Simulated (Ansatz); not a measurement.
## Ta: pressure series

The parent structure is Ta in the bcc (W type) structure (space group Im-3m, No. 229; a = 3.3048 Å).

Cell and atoms are relaxed at each pressure.

The values are results of Ansatz (a first-principles code) r2SCAN, without spin-orbit coupling, not measurements.

Notes on the quantities. enthalpy: H = E + PV relative to the base's energy.

```csv
case,enthalpy,shortest interatomic distance
base,–,2.862 Å
pressure −2 GPa,-0.23 eV/atom,2.872 Å
pressure −1 GPa,-0.11 eV/atom,2.867 Å
pressure 1.8 GPa,+0.20 eV/atom,2.854 Å
pressure 4.2 GPa,+0.47 eV/atom,2.843 Å
pressure 9 GPa,+0.99 eV/atom,2.824 Å
pressure 18 GPa,+1.95 eV/atom,2.790 Å
pressure 30 GPa,+3.17 eV/atom,2.751 Å
pressure 45 GPa,+4.64 eV/atom,2.710 Å
pressure 60 GPa,+6.05 eV/atom,2.673 Å
```

Load acts through the strain it causes; cell and atoms are relaxed under it. Whether these cells are dynamically stable was not tested. Competing high-pressure phases were not computed. All final runs are without spin polarisation.
